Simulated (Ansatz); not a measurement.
Given:

End structure of a constructed model of the (100) surface of fcc Pd, a pseudomorphic layer of Au in the host's stacking (bottom of the slab: a bare face, its two planes held):

```
CELL_PARAMETERS angstrom
      2.78861     0.00000     0.00000
      0.00000     2.78861     0.00000
      0.00000     0.00000    28.00000
ATOMIC_POSITIONS crystal
  Pd 0.50000 0.50000 0.28670
  Pd 0.00000 0.00000 0.35713
  Pd 0.50000 0.50000 0.42739
  Pd 0.00000 0.00000 0.49795
  Pd 0.50000 0.50000 0.56842
  Pd 0.00000 0.00000 0.63930
  Au 0.50000 0.50000 0.71397
```

Slab: 7 atoms, 11.9 Å thick at the start; k 13x13x1, smearing 0.1 eV, dipole-corrected; single point; on the structure that PBE left under its start's symmetry; no spin, no spin-orbit, no U. It is one candidate, not shown to be the stable structure of the face.

Task: Give the work function of the top face at the level r2SCAN, at the PBE geometry run with Ansatz (an electronic-structure program).

Result: 5.25 eV
